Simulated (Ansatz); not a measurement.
Response to strain in hypothetical P6_422 SiC

Base system: SiC (space group P6_422, No. 181; a = 3.066 Å, c = 7.031 Å; a hypothetical phase, not in the database extracts checked). Axes: x lies along a and z along c of the hexagonal cell.

Strains are applied to the cell and any free atomic positions relax; under biaxial strain the out-of-plane vector relaxes too.

All numbers come from Ansatz (a quantum-chemistry and plane-wave program), PBEsol, PAW, cutoff 420 eV, no spin-orbit coupling.

```json
[
 {"variant": "base", "space group": "P6_422 (No. 181)", "band gap": "0.77 eV", "shortest interatomic distance": "1.929 Å"},
 {"variant": "biaxial strain −2.31 %, plane normal [001], relaxed out of plane", "space group": "P6_422 (No. 181)", "band gap": "0.38 eV", "shortest interatomic distance": "1.907 Å"},
 {"variant": "biaxial strain +3.65 %, plane normal [001], relaxed out of plane", "space group": "P6_422 (No. 181)", "band gap": "0.89 eV", "shortest interatomic distance": "1.965 Å"},
 {"variant": "uniaxial strain ε_xx = +2.22 %", "space group": "C222 (No. 21)", "band gap": "0.82 eV", "shortest interatomic distance": "1.937 Å"},
 {"variant": "uniaxial strain ε_xx = +2.84 %", "space group": "C222 (No. 21)", "band gap": "0.83 eV", "shortest interatomic distance": "1.938 Å"}
]
```

Whether these cells are dynamically stable was not tested. The base started in P3_121 and relaxed to P6_422 at this level.
